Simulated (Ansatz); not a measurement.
Abridged Ansatz (an electronic-structure program) output:

```
Relaxation: its limit of steps is 50 (relax.max_steps)
Pseudopotential: Pd, paw, valence charge 18
Crystal: 1 atoms, lattice volume = 14.668 Å³
Basis set: ecut = 500 eV, 345 PW (Γ), exchange–correlation on 80×80×96 points (64 copies of the dense FFT grid, shifted against one another)
Bands: 13, of which v1, the nominal top of the filled ones, is band 9 counted from 1 (8 counted from 0)
Symmetry: 12 space group operations
k-points: 2255 of 24389
Functional: x = r2scan, c = r2scan; τ floored in thin density (d = 2e-4 eV/Å³)
SCF iter   1: F=—  HF=-6985.759195 eV  |F-HF|=—  |Δ(HF+E_count)|=         —  Δρ=2.07e-2  dr2=4.62e-2  dr2_τ=9.61e-3  ethr=1.77e-3  ⟨swp⟩=5.2  Hψ=173985  notcnv=0
SCF iter   2: F=—  HF=-6985.764664 eV  |F-HF|=—  |Δ(HF+E_count)|=   5.47e-3  Δρ=8.98e-3  dr2=4.25e-3  dr2_τ=1.09e-3  ethr=2.57e-4  ⟨swp⟩=1.8  Hψ=50216  notcnv=0
SCF 1 converged in 8 iterations: F = -6985.765983 eV  dr2 = 2.09e-8
relax step   1: F+E_penalty+E_count = -6985.76598282 eV  Δ(F+E_penalty+E_count) = +0.000e0 eV  max|allowed force component| = 0.000e0 eV/Å  Δτ_max = 0.0000 Å  P = +3.727 GPa  Ω = 14.668 Å³  fix = [a, b, gamma]  reactions: a +4.745, b +4.745 GPa  (8 SCF iters, dr2 threshold 1.00e-7 eV, accepted)
[... steps on the carried basis left out ...]
relax step   3: F+E_penalty+E_count = -6985.76627727 eV  Δ(F+E_penalty+E_count) = -3.522e-5 eV  max|allowed force component| = 0.000e0 eV/Å  Δτ_max = 0.0000 Å  P = +2.603 GPa  Ω = 14.754 Å³  energy of the carried Pulay correction = -1.531e-4 eV  fix = [a, b, gamma]  reactions: a +3.907, b +3.907 GPa  (4 SCF iters, dr2 threshold 1.00e-7 eV, accepted)
Crystal: 1 atoms, lattice volume = 14.754 Å³
SCF iter   1: F=—  HF=-6985.766436 eV  |F-HF|=—  |Δ(HF+E_count)|=         —  Δρ=5.34e-5  dr2=1.36e-7  dr2_τ=2.16e-7  ethr=2.93e-8  ⟨swp⟩=2.3  Hψ=242157  notcnv=0
SCF iter   2: F=—  HF=-6985.766436 eV  |F-HF|=—  |Δ(HF+E_count)|=   4.66e-8  Δρ=2.56e-5  dr2=3.07e-8  dr2_τ=2.03e-8  ethr=7.57e-10  ⟨swp⟩=2.1  Hψ=46107  notcnv=0
SCF 4 converged in 6 iterations: F = -6985.766436 eV  dr2 = 1.91e-13
SCF converged after 6 iterations
Free energy (F): -6985.766436 eV
Internal energy: -6985.707124 eV  (E = F + TS)
E sigma→0 (E₀):  -6985.736780 eV
Entropy (-TS):   -0.059313 eV (-59.313 meV/atom)
Fermi energy:    19.616159 eV
--- Forces (eV/Å), atoms counted from 1 ---
  atom   1  Pd     0.00000000    -0.00000000     0.00000000
--- Stress (GPa, compression-positive) ---
        3.911754       0.000000      -0.000000
        0.000000       3.911754       0.000000
       -0.000000       0.000000       0.004007
  P = ⅓ Tr σ = 2.6092 GPa (26.092 kbar)
--- Relaxed structure (3 steps of the walk, 3 accepted, 1 SCFs on fresh bases) ---
  cell:  # Å, volume = 14.7543 Å³
    - [2.7305036842322146, 8.365230218874885e-41, 6.1369693028381764e-52]
    - [1.3652518421161073, 2.364685555672101, 1.7348275899769582e-11]
    - [1.3652518421161073, -0.7882285185741313, 2.2850893083774473]
  atoms:
    - { symbol: Pd, position: [0.0, 0.0, 0.0] }
```

**Question.** What was computed, and what are the main results?

**Answer.** Pd, 1 atom in the cell, with r2SCAN/PAW in Ansatz, without spin-orbit coupling. The last SCF converged to F = -6985.766436 eV, or -6985.7664 eV per atom, at a pressure of 2.61 GPa. The total energy compares only with runs of the same code, potentials and settings.

The cells carry an imposed strain or load. Whether these cells are dynamically stable was not tested. All final runs are without spin polarisation. The cell was made from Pd in the fcc (Cu type) structure (space group Fm-3m, No. 225) by this change: biaxial strain −1.25 %, plane normal [111], relaxed out of plane. Pd has a high density of states at the Fermi level and may be magnetic at this level.

Keys are those of Ansatz 0.2.
